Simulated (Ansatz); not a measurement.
Base system: ZnCu$_{2}$SnS$_{4}$ (space group I-4, No. 82; a = 5.317 Å, c = 10.643 Å).

Calculations: LDA, PAW, 420 eV (Ansatz, an electronic-structure program; without spin-orbit coupling).

Strains are applied to the cell and any free atomic positions relax.

One change was made to it. Results:

The valley order (the lowest conduction-band minima on the path, energy above the VBM, named in the base's zone) becomes Γ 0.20 eV; X (0, 0, 1/2) 0.54 eV; M (1/2, 1/2, 1/2) 1.18 eV (base: Γ 0.14 eV; X (0, 0, 1/2) 0.49 eV; M (1/2, 1/2, 1/2) 1.15 eV); the electron mass comes out as 0.049 mₑ along c, 0.053 mₑ across (at Γ); the energy increases by 2.7 meV/atom; the width of the top valence band grows by 0.05 eV to 1.12 eV; the pressure (mean of the normal stresses, compression positive) goes from zero to 2.10 GPa.

Q: Name the change that was made.
A) isotropic strain −1.50 %
B) isotropic strain −0.75 %
C) isotropic strain −2.25 %
D) isotropic strain −3.00 %

A: B, isotropic strain −0.75 %. For comparison, the valley order in the other runs: isotropic strain −3.00 % gives Γ 0.41 eV; X (0, 0, 1/2) 0.68 eV; M (1/2, 1/2, 1/2) 1.25 eV; isotropic strain −2.25 % gives Γ 0.34 eV; X (0, 0, 1/2) 0.63 eV; M (1/2, 1/2, 1/2) 1.23 eV; isotropic strain −1.50 % gives Γ 0.27 eV; X (0, 0, 1/2) 0.58 eV; M (1/2, 1/2, 1/2) 1.20 eV.

The levels and masses belong to the bands next to the band gap. Masses are band curvatures over ±0.01 Å⁻¹ around the edge. Whether these cells are dynamically stable was not tested. All final runs are without spin polarisation.
